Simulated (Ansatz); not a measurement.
Seebeck coefficient (μV/K, mean over directions) of n-type BaMg2P2 (P-3m1) against carrier density, PBEsol, rigid bands (Ansatz, an electronic-structure program). Computed gap 1.10 eV; densities at which minority carriers matter at this gap, or further valleys turn the trend, are left out. Conductivity mass 0.40 mₑ (harmonic mean over directions), N_c = 3.7e19 cm⁻³ at 300 K.

```
electron density  300 K  500 K
----------------  -----  -----
1e16 cm⁻³          -919   -986
1e17 cm⁻³          -721   -787
1e18 cm⁻³          -523   -589
3e18 cm⁻³          -428   -494
1e19 cm⁻³             …   -391
3e19 cm⁻³          -236   -299
1e20 cm⁻³          -146   -202
3e20 cm⁻³           -81   -123
1e21 cm⁻³           -33      …
```

**Question.** Fill in the missing entries.

**Answer.** 
- 1e19 cm⁻³, 300 K: -326
- 1e21 cm⁻³, 500 K: -54

Rigid bands with a gap fixed in temperature, one relaxation time for all states, no polarons or phonon drag, and whether or not such doping can be reached. Spin-orbit coupling is left out.

Computed structure with no diffraction record at hand here (it may be known, metastable or hypothetical): BaMg2P2 (P-3m1).
